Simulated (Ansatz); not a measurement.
AlP (model structure, started from the NiAs type, P6₃/mmc, No. 194, 4 atoms in the cell): properties by level of theory

```tsv
level (code)	lattice constant a (Å)	lattice parameter c (Å)	cohesive energy (eV/atom)
LDA (Ansatz)	3.558	5.686	4.63
PBE (Ansatz)	3.610	5.757	3.84
PBEsol (Ansatz)	3.580	5.726	4.26
PBE-D3(BJ) (Ansatz)	3.564	5.688	4.24
```

Ansatz's density-functional and Hartree–Fock values are scalar-relativistic unless marked +SOC, with PAW data made under PBE.

A model structure was made by putting elements into a prototype or built by hand; it is no filed structure, need not be a known phase, and can be a saddle point held by its symmetry.

Ansatz is a program for electronic structure.
